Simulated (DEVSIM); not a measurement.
System: abrupt Si p-n junction, at 300 K.

Layer 1 from the left is Si, thickness (μm) 1.10, Na (cm⁻³) 3.4e16, τn (s) 1.2e-7, τp (s) 1.2e-7. Layer 2 from the left is Si, thickness (μm) 260, Nd (cm⁻³) 1e17, τn (s) 1.2e-7, τp (s) 1.2e-7.

Left contact: ohmic. Right contact: ohmic. Voltage is applied to the left contact. Recombination: SRH at mid-gap, radiative, Auger. Mobility is μmin + (μ − μmin)/(1 + (N/Nref)^α).

The device is made up for the run: typed textbook-type constants, with dimensions and the other settings drawn at random. Values at 300 K.

Si: gap (eV) 1.124, affinity (eV) 4.05, permittivity 11.7, Nc (cm⁻³) 2.86e19, Nv (cm⁻³) 3.1e19, μn (cm²/Vs) 1417, μp (cm²/Vs) 470, μn,min 52, μp,min 45, Nref,n 9.7e16, Nref,p 2.2e17, αn 0.68, αp 0.72, B (cm³/s) 4.7e-15, Cn (cm⁶/s) 2.8e-31, Cp (cm⁶/s) 9.9e-32.

### Question
Estimate by hand the built-in potential, the peak field at zero bias, the capacitance at -0.6 V, and compare with a numerical solution.

### Answer

- Built-in potential: ni = √(Nc Nv) exp(−Eg/2kT) = 1.08e10 cm⁻³ with Eg = 1.124 eV; Vbi = kT/q ln(Na Nd/ni²) = 0.802 V; numerical 0.802 V.
- Peak field at zero bias: depletion approximation: W = √(2εVbi/(qN)) = 0.202 μm with N = 2.54e16 cm⁻³; field = 2Vbi/W = 79300 V/cm; numerical 76700 V/cm (estimate above by 3.4 %).
- Capacitance at -0.6 V: C = √(qεN / 2(Vbi + |V|)) = 38.8 nF/cm²; numerical 39.5 nF/cm² (estimate below by 1.8 %).

DEVSIM, 1D drift-diffusion, Boltzmann statistics, complete ionisation; no tunnelling, impact ionisation, image-force lowering or self-heating.
